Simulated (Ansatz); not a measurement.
The starting structures come from a database of crystals and need not be the phases stable at ambient conditions.

Where the default PAW files enter, the runs use the earlier of Ansatz's two default sets.

The decay constant κ of evanescent states in the gap governs leakage through a thin film.

Given:

```
CELL_PARAMETERS angstrom
      3.73008     0.00000     0.00000
      0.00000     3.73008     0.00000
      0.00000     0.00000     3.80620
ATOMIC_POSITIONS crystal
  W  0.00000 0.00000 0.00000
  O  0.00000 0.00000 0.50000
  O  0.50000 0.00000 0.00000
  O  0.00000 0.50000 0.00000
```

Space group of this cell: P4/mmm. The cell is strained (lengths across the current scaled by 0.98, ions clamped); by PBEsol its mean pressure is 9.7 GPa.

Transport runs along the normal of the first two printed cell vectors, the (001) (indices of the unstrained crystal) plane of the conventional cell.

No gap correction and no spin-orbit coupling; mid-gap is the computed energy nearest the middle.

Predict the band gap and the smallest decay constant κ at mid-gap from PBEsol (Ansatz, a first-principles code).

Gap 0.59 eV on a 8×8×8 mesh; κ = 0.106 1/Å, at the zone centre.
